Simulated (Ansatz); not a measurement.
Ansatz (an electronic-structure program) run on LuMn2Ge2 (I4/mmm, 5 atoms in the cell): self-consistent single point.

Level of theory: LDA (PW92), PAW files made with PBE (plane waves; Ansatz).

```yaml
crystal:
  lattice:
    - [-2.00801, 2.00801, 5.42546]
    - [2.00801, -2.00801, 5.42546]
    - [2.00801, 2.00801, -5.42546]
  atoms:
    - { symbol: Lu, position: [0.00000, 0.00000, 0.00000] }
    - { symbol: Mn, position: [0.75000, 0.25000, 0.50000], spin: 4.0 }
    - { symbol: Mn, position: [0.25000, 0.75000, 0.50000], spin: 4.0 }
    - { symbol: Ge, position: [0.61238, 0.61238, 0.00000] }
    - { symbol: Ge, position: [0.38762, 0.38762, 0.00000] }
```
(The spins are starting values, not results.)

Reference input (self-consistent single point, DFT, LDA (PW92), plane waves, PAW files made with PBE): basis.ecutwfc = 420 eV; kpoints.mp_grid.grid = 7 7 7; hamiltonian.xc = lda; hamiltonian.pseudopotentials = {kind: paw} (the program's default PAW files); magnetization.spin_polarized = true; scf.occupations.method = fermi_dirac; scf.occupations.width = 0.1 eV. This run's input differs from it in these lines:

Ansatz 0.2 input:
```diff
@@ -13,3 +13,3 @@
 basis:
-  ecutwfc: 420.0
+  ecutwfc: 295.0
 kpoints:
```

Log, with long lists cut:

```
SCF iter   1: F=—  HF=-30609.862990 eV  |F-HF|=—  |Δ(HF+E_count)|=         —  Δρ=1.24e-1 (↑1.24e-1 ↓6.05e-2)  dr2=4.29e0  dr2_m=6.52e0  M=4.200 μB ∫|m|=4.789 μB  β_m=0.30  ethr=3.10e-3  ⟨swp⟩=5.4  Hψ=13383  notcnv=0
Mixer restart at iter 1: flushing history
all-band conjugate gradients solve this SCF's bands
preconditioner: auto → Kerker (q_TF=auto, 2.704 Å⁻¹)
spin=Collinear: Kerker preconditioning applied to the charge; magnetization (m = ρ↑ − ρ↓) channel mixes plain (no charge-response kernel on spin).
   [... lines left out ...]
SCF iter  14: F=—  HF=-30608.166077 eV  |F-HF|=—  |Δ(HF+E_count)|=   2.17e-8  Δρ=8.22e-6 (↑8.22e-6 ↓3.25e-6)  dr2=9.98e-8  dr2_m=5.60e-9  M=4.268 μB ∫|m|=4.925 μB  β_m=0.89  ethr=2.48e-10  ⟨swp⟩=2.0  Hψ=5731  notcnv=0  defer=177
SCF iter  15: F=-30608.166077 eV  HF=-30608.166077 eV  |F-HF|=1.01e-8  |Δ(HF+E_count)|=   2.67e-9  Δρ=1.59e-6 (↑1.08e-6 ↓1.59e-6)  dr2=1.18e-8  dr2_m=1.22e-10  M=4.268 μB ∫|m|=4.925 μB  ethr=1.20e-10  ⟨swp⟩=7.0  Hψ=15116  notcnv=0
SCF 1 converged in 15 iterations: F = -30608.166077 eV  dr2 = 1.18e-8
WARN: an SCF from antiferromagnetic starting moments (0.00, -4.00, 4.00, 0.00, 0.00 Bohr magnetons, atom by atom) was not made, by what the run has read of …
Magnetization: 4.2683 μB (43.6342 up, 39.3658 down)
   [... lines left out ...]
Absolute magnetization: 4.9247 μB (∫|ρ↑−ρ↓|, with the PAW one-centre terms)
Free energy (F): -30608.166077 eV
Fermi energy:    13.796664 eV
   [... lines left out ...]
  atom   5  Ge     0.00000000     0.00000000    -1.36498780
--- Stress (GPa, compression-positive) ---
      -16.942552      -0.000000       0.000000
       -0.000000     -16.942552      -0.000000
        0.000000       0.000000     -12.225817
  P = ⅓ Tr σ = -15.3703 GPa (-153.703 kbar)
  The stress holds the Pulay correction. Without it, at fixed plane waves, as pw.x and ABINIT print it: P = -28.3443 GPa
```

The run converged in 15 iterations. Against the reference run the free energy goes up by 160 meV/atom, the pressure goes from -15.91 to -15.37 GPa, the largest force goes from 1.420 to 1.365 eV/Å and the size of the net moment hardly changes (0.86 to 0.85 μB/atom).

The starting cell comes from a database of computed structures (which also holds hypothetical and non-ambient phases and stackings), without a prior relaxation at this level. The magnetic order is the one reached from the typed start; others were not searched systematically. The program warned that, by what it read of turns of the moments, another magnetic order lies lower. Forces in this geometry exceed 1 eV/Å. Ansatz's pressure includes its estimate of the finite-basis (Pulay) stress. Without the estimate this run gives -28.34 GPa. The cutoff lies below the one recommended for these files.
